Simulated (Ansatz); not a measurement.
Base system: Pd in the simple cubic structure (space group Pm-3m, No. 221; a = 2.615 Å; a hypothetical phase, not in the database extracts checked; relaxed with 0.1 eV smearing). Axes: x, y, z lie along the cube axes.

The values are results of plane-wave PAW DFT at the PBE level (Ansatz, a program for electronic structure, 420 eV), scalar-relativistic without spin-orbit coupling, not measurements.

Now apply this change: the cell is compressed by 2.49 % along z with no lateral relaxation, atoms relaxed at fixed cell.

Problem. Predict the stress tensor and what it implies for the stiffness.

Solution. Stress of the strained cell less that of the base (GPa, compression positive):
```
    0.9     0.0     0.0
    0.0     0.9     0.0
    0.0     0.0     8.6
```

Then −Δσ_ii/ε with ε = -0.0249 gives secant stiffness values (nonlinear terms included at this strain): C33 ≈ 347 GPa, C13 ≈ 35 GPa and C23 ≈ 35 GPa.

As a check, the harmonic strain energy −½ V₀ Δσ:ε is 12 meV/atom; the computed energy rise is 11 meV/atom.

No phonon test of stability was made. The final runs are not spin-polarised.
